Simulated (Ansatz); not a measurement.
Band structure of VN (Fm-3m, 2 atoms in the cell).

```yaml
crystal:
  lattice:
    - [0.00000, 2.07000, 2.07000]
    - [2.07000, 0.00000, 2.07000]
    - [2.07000, 2.07000, 0.00000]
  atoms:
    - { symbol: V, position: [0.00000, 0.00000, 0.00000] }
    - { symbol: N, position: [0.50000, 0.50000, 0.50000] }
```

Level of theory: PBE (plane waves, PAW; Ansatz, a first-principles code).

Settings: kpoints.mp_grid.grid = 18 18 18; hamiltonian.xc = pbe; hamiltonian.pseudopotentials = {kind: paw} (the program's default PAW files); scf.occupations.method = gaussian; scf.occupations.width = 0.0073 Ry; kpoints.band_path.npoints = 8.

The starting cell has typed, rounded lattice constants, without a prior relaxation at this level. Spin polarisation is off, so a magnetic state, if there is one, cannot be reached.

Levels in eV from the Fermi level, bands 6 to 13:
```
point      6      7      8      9     10     11     12     13
-----  -----  -----  -----  -----  -----  -----  -----  -----
Γ      -2.20  -2.20  -2.20  -1.50  -1.50  -1.50  -0.45  -0.45
X      -6.62  -3.74  -3.62  -3.62   0.50   1.19   1.19   2.61
W      -6.16  -6.16  -5.89   0.13   0.13   1.19   2.10   2.82
K      -6.45  -6.44  -4.97  -1.15   0.84   1.27   2.58   2.76
L      -8.80  -6.01  -6.01   0.58   0.58   1.43   4.91   4.91
U      -6.45  -6.44  -4.97  -1.15   0.84   1.27   2.58   2.76
```

Bands cross the Fermi level along this path, so the cell is metallic at this level.

Keys are those of Ansatz 0.2.
